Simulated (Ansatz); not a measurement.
A 32-atom cell of In(As,Sb) started in the zinc blende structure, site fractions As 0.500, Sb 0.500, short-range order -0.04 among the nearest mixed sites (0 is random, a negative value favours unlike neighbours), space group P1 at the end. The mixed sublattice has 16 sites.

The mixing enthalpy is taken against the end members in the zinc blende type, relaxed in the same cell and mesh.

Computed with PBE (plane waves to 420 eV, PAW; Ansatz, a quantum-chemistry and plane-wave program). Spin–orbit coupling is left out; with elements this heavy it can move edges by tenths of an eV. Its k-point mesh 3×3×3, Fermi–Dirac width 0.01 eV.

```csv
cell,energy at zero smearing (eV)
InAs,-167271.493
InSb,-193321.396
In2AsSb,-180295.993
```

Work out the mixing enthalpy per mixed site and the interaction parameter Ω of a regular solution.

With x = 8/16 of the second end member, ΔH = [-180295.993 − 8/16 × (-167271.493) − 8/16 × (-193321.396)] / 16 = 28.2 meV against the separate end members. Ω = ΔH / x(1 − x) = 113 meV, which puts the top of the miscibility gap of this model at Ω / 2k = 650 K.
